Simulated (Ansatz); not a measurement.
Si3N4 (model structure, started from the spinel Si type, Fd-3m, No. 227, 14 atoms in the cell)

Level of theory: r²SCAN+rVV10 (Ansatz, a program for electronic structure, plane waves, PAW).

Run with plane-wave cutoff 560 eV, 8×8×8 k mesh, Fermi–Dirac smearing 0.01 eV, scalar-relativistic PAW data made under PBE.

Cell (relaxed at this level):

N4Si3 is modelled in the cubic space group Fd-3m, origin choice 1 (No. 227), Pearson symbol cF56. Conventional cell: a = b = c = 7.723 Å, α = β = γ = 90.00°. Si1 on 16c is coordinated by 6 N at 1.875 Å (octahedral). Si2 on 8b sees 4 N at 1.771 Å (tetrahedral). N on 32e is coordinated by 1 Si at 1.771 Å and 3 Si at 1.875 Å. (Neighbours: up to the widest gap in distance over summed covalent radii, below 1.35, at either atom.)
(The calculation used a cell of 14 atoms; values per cell refer to that cell.)

For Si3N4 (model structure, started from the spinel Si type, Fd-3m, No. 227, 14 atoms in the cell), the band gap comes out as 4.00 eV (indirect) and the smallest direct gap on the k points sampled comes out as 4.03 eV.

Note: the relaxation could raise the start's symmetry but not lower it, so the cell can be a saddle point.

A model structure was made by putting elements into a prototype or built by hand; it is no filed structure, need not be a known phase, and can be a saddle point held by its symmetry.
